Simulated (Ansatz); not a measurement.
The reference is HgS in the rock salt structure (space group Fm-3m, No. 225; a = 5.4536 Å; a model cell, its experimental status unchecked; relaxed with 0.1 eV smearing). Axes: x, y, z lie along the cube axes.

All numbers come from Ansatz (a quantum-chemistry and plane-wave program), PBEsol, PAW, cutoff 420 eV, without spin-orbit coupling.

Modification: tensor shear ε_xy = −2.19 % (engineering shear γ = -0.0438), atoms relaxed at fixed cell.

Problem. Predict the stress tensor and what it implies for the stiffness.

Solution. Stress of the strained cell less that of the base (GPa, compression positive):
```
    0.0     1.1     0.0
    1.1     0.0     0.0
    0.0     0.0     0.0
```

Then −Δσ/γ with γ = 2ε = -0.0438 gives secant stiffness values (nonlinear terms included at this strain): C66 ≈ 25 GPa.

No phonon test of stability was made. All final runs are without spin polarisation. This is not the structure that HgS has at room temperature and ambient pressure.
